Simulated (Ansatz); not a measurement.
Partial pair distribution functions of a relaxed model of amorphous Mo₁₆Te₃₂, broadened by 0.06 Å; density 7.33 g/cm³. The numbers are results of PBE-D3(BJ), scalar-relativistic without spin-orbit coupling, PAW (Ansatz default set, large-core Te) (plane waves to 420 eV; Ansatz, a first-principles code), not measurements.

The cell was made by melting and quenching with the CHGNet potential and then relaxed with DFT. The hot cell started wider than the set density and was brought back towards it in steps. It is the lowest in DFT energy of 3 quenches. It is a model cell: composition and starting density were chosen by hand, and all elements were melted together. The geometry includes D3(BJ) dispersion. Its density started from a set value of 6.94 and ended at 7.33 g/cm³. The quench (nominally 66 K/ps over its main leg) was far faster than any real one, so the model tends to hold more defects than a real film. A cell of this size samples the disorder only roughly. Volume and shape were free in the relaxation. On a 2×2×2 Γ-centred mesh force components of up to 0.27 eV/Å stay, since the relaxation ran on one k-point at (1/4, 1/4, 1/4).

```
r (Å)  g Mo-Te  g Mo-Mo  g Te-Te
-----  -------  -------  -------
2.40      0.00     0.00     0.00
2.50      0.03     0.36     0.00
2.60      1.21     3.16     0.00
2.70      7.02     7.10     0.10
2.80      8.82     9.84     0.60
2.90      4.02     5.07     0.60
3.00      1.05     2.14     0.47
3.10      0.21     1.79     0.73
3.20      0.01     0.55     0.83
3.30      0.00     0.24     1.40
3.40      0.04     0.53     1.65
3.50      0.11     0.55     2.49
3.60      0.03     0.50     2.88
3.70      0.18     0.20     2.24
3.80      0.29     0.36     1.85
3.90      0.22     0.14     1.80
4.00      0.39     0.36     1.35
4.10      0.36     1.15     1.74
4.20      0.44     0.72     1.07
4.30      0.61     0.32     0.92
4.40      0.53     0.90     0.85
4.50      0.68     0.95     0.63
4.60      0.86     1.36     0.43
4.70      1.33     1.57     0.77
4.80      1.78     0.87     0.69
4.90      1.45     0.98     0.47
5.00      0.84     0.90     0.46
5.10      1.26     0.61     0.67
5.20      1.88     0.42     0.74
5.30      1.45     0.44     0.91
```

Within 3.20 Å each Mo has 5.50 Te neighbours on average.
